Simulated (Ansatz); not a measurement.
Start from K in the bcc (W type) structure (space group Im-3m, No. 229; a = 5.2146 Å; relaxed with 0.1 eV smearing). Axes: x, y, z lie along the cube axes.

The values are results of PBEsol (Ansatz, a first-principles code, PAW, no SOC), not measurements.

The change: biaxial strain −2.50 %, plane normal [001], relaxed out of plane (Cartesian); in-plane vectors clamped, the third vector and the atoms free.

Problem. Predict the new energy relative to the base, in-plane stress and ratio −ε⊥/ε∥.

Solution. The energy rises by 0.3 meV/atom; the mean in-plane stress (compression positive) is 0.0 GPa; the ratio −ε⊥/ε∥ amounts to 2.01.

Whether these cells are dynamically stable was not tested.
